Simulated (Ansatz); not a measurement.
Input and output of a self-consistent single point for TiRh3 (P4mm, 4 atoms in the cell) (Ansatz, a first-principles code).

Level of theory: LDA (PW92), default PAW files made with PBE (plane waves; Ansatz).

```yaml
crystal:
  lattice:
    - [3.80684, 0.00000, 0.00000]
    - [0.00000, 3.80684, 0.00000]
    - [0.00000, 0.00000, 3.80684]
  atoms:
    - { symbol: Ti, position: [0.00000, 0.00000, 0.01313] }
    - { symbol: Rh, position: [0.50000, 0.50000, 0.00000] }
    - { symbol: Rh, position: [0.00000, 0.50000, 0.50000] }
    - { symbol: Rh, position: [0.50000, 0.00000, 0.50000] }
```

Reference input (self-consistent single point, DFT, LDA (PW92), plane waves, default PAW files made with PBE): basis.ecutwfc = 30.9 Ry; kpoints.mp_grid.grid = 9 9 9; hamiltonian.xc = lda; hamiltonian.pseudopotentials = {kind: paw} (the program's default PAW files); scf.occupations.method = fermi_dirac; scf.occupations.width = 0.0073 Ry. This run's input differs from it in these lines:

Ansatz 0.2 input:
```diff
@@ -13,3 +13,3 @@
 kpoints:
-  mp_grid: { grid: [9, 9, 9] }
+  mp_grid: { grid: [21, 21, 21] }
 hamiltonian:
@@ -18,3 +18,3 @@
 scf:
-  occupations: { method: fermi_dirac, width: 0.0073 Ry }
+  occupations: { method: fermi_dirac, width: 0.0037 Ry }
 output:
```

Output (repeated stretches shortened):

```
SCF iter   1: F=—  HF=-21288.877104 eV  |F-HF|=—  |Δ(HF+E_count)|=         —  Δρ=1.92e-2  dr2=2.94e-1  ethr=1.77e-3  ⟨swp⟩=5.2  Hψ=87628  notcnv=0
all-band conjugate gradients solve this SCF's bands
preconditioner: auto → Kerker (q_TF=auto, 2.789 Å⁻¹)
SCF iter   2: F=—  HF=-21288.854581 eV  |F-HF|=—  |Δ(HF+E_count)|=   2.25e-2  Δρ=9.17e-3  dr2=7.18e-2  ethr=4.66e-4  ⟨swp⟩=1.8  Hψ=34142  notcnv=0  defer=52
SCF iter   3: F=—  HF=-21288.847299 eV  |F-HF|=—  |Δ(HF+E_count)|=   7.28e-3  Δρ=1.54e-3  dr2=2.07e-3  ethr=1.14e-4  ⟨swp⟩=2.0  Hψ=30446  notcnv=0  defer=577
SCF iter   4: F=—  HF=-21288.847027 eV  |F-HF|=—  |Δ(HF+E_count)|=   2.72e-4  Δρ=2.65e-4  dr2=5.45e-5  ethr=3.29e-6  ⟨swp⟩=1.8  Hψ=30998  notcnv=0  defer=577
SCF iter   5: F=—  HF=-21288.847025 eV  |F-HF|=—  |Δ(HF+E_count)|=   2.34e-6  Δρ=6.48e-5  dr2=9.90e-7  ethr=8.65e-8  ⟨swp⟩=2.0  Hψ=36350  notcnv=0  defer=577
SCF iter   6: F=-21288.847024 eV  HF=-21288.847024 eV  |F-HF|=2.19e-8  |Δ(HF+E_count)|=   2.02e-7  Δρ=1.34e-5  dr2=5.84e-8  ethr=1.59e-10  ⟨swp⟩=6.9  Hψ=115717  notcnv=0
SCF 1 converged in 6 iterations: F = -21288.847024 eV  dr2 = 5.84e-8
Free energy (F): -21288.847024 eV
Internal energy: -21288.816777 eV  (E = F + TS)
E sigma→0 (E₀):  -21288.831901 eV
Entropy (-TS):   -0.030247 eV (-7.562 meV/atom)
Fermi energy:    20.515029 eV
--- Forces (eV/Å), atoms counted from 1 ---
  atom   1  Ti    -0.00000000     0.00000000    -0.23672882
  atom   2  Rh    -0.00000000     0.00000000     0.03697292
  atom   3  Rh     0.00000000     0.00000000     0.09987718
  atom   4  Rh     0.00000000     0.00000000     0.09987718
--- Stress (GPa, compression-positive) ---
       -7.362129       0.000000       0.000000
        0.000000      -7.362129       0.000000
        0.000000       0.000000      -7.309226
  P = ⅓ Tr σ = -7.3445 GPa (-73.445 kbar)
  The stress holds the Pulay correction. Without it, at fixed plane waves, as pw.x and ABINIT print it: P = -7.4353 GPa
```

The run converged in 6 iterations. Against the reference run the free energy rises by 10.6 meV/atom, the pressure goes from -7.16 to -7.34 GPa and the largest force moves little (0.235 to 0.237 eV/Å).

The starting cell comes from a database of computed structures (which also holds hypothetical and non-ambient phases and stackings), without a prior relaxation at this level. Its lattice was rescaled by up to half a per cent. One atom was moved a little off its site on purpose. Spin polarisation is off. With a pressure of about -7 GPa the cell is away from its equilibrium volume at this level. Ansatz's pressure includes its estimate of the finite-basis (Pulay) stress.

Cost on one core of a shared machine: roughly 70 s.
